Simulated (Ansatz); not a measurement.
We consider AlN (model structure, started from the BeO type, P4₂/mnm, No. 136, 8 atoms in the cell), described by PBEsol (PAW; Ansatz, a first-principles code).

Settings: plane-wave cutoff 520 eV, 6×6×12 k mesh (along the axes of the cell as run), Fermi–Dirac smearing 0.01 eV, scalar-relativistic PAW data made under PBE.

Cell (relaxed at this level):

```
AlN
1.0
    5.29433     0.00000     0.00000
    0.00000     5.29433     0.00000
    0.00000     0.00000     3.10888
Al N
4 4
Cartesian
  1.70930   3.58503   0.00000
  3.58503   1.70930   0.00000
  4.35646   4.35646   1.55444
  0.93786   0.93786   1.55444
  1.66928   1.66928   0.00000
  3.62505   3.62505   0.00000
  0.97788   4.31644   1.55444
  4.31644   0.97788   1.55444
```

Q: Give the computed band gap and smallest direct gap on the k points sampled.

A: 
* **band gap**: 3.75 eV
* **smallest direct gap on the k points sampled**: 3.76 eV

Note: the relaxation could raise the start's symmetry but not lower it, so the cell can be a saddle point.

Static lattice: no zero-point or thermal effects.

A model structure was made by putting elements into a prototype or built by hand; it is no filed structure, need not be a known phase, and can be a saddle point held by its symmetry.
